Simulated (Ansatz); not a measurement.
Start from RbGeF3 in the cubic perovskite structure (space group Pm-3m, No. 221; a = 4.424 Å; a hypothetical phase, not in the database extracts checked). Axes: x, y, z lie along the cube axes.

It is then changed as follows: a pure shear with ε_yz = ε_zy = -0.0358, atoms relaxed at fixed cell.

Calculations: r2SCAN/PAW in Ansatz (a first-principles code), no SOC.

Q: Give the band edges at the high-symmetry points of the new zone, measured from its valence-band maximum.

A: 
| point | valence edge (eV) | conduction edge (eV) |
|---|---|---|
| Γ | -5.08 | 4.26 |
| Y | -1.31 | 2.68 |
| C₀ | -1.36 | 2.71 |
| Σ₀ | -1.36 | 2.71 |
| Z | -2.83 | 2.78 |
| A₀ | -0.07 | 1.89 |
| E₀ | -0.07 | 1.89 |
| T | 0.00 | 1.81 |
| S | -2.82 | 2.73 |
| R | -1.31 | 2.83 |

The gap is 1.81 eV, direct at T.

The cells carry an imposed strain or load. Stability against distortions was not tested. Many cubic perovskites are stable only at high temperature; tilts and polar distortions were not tested. k-point labels follow each cell's own Brillouin zone.
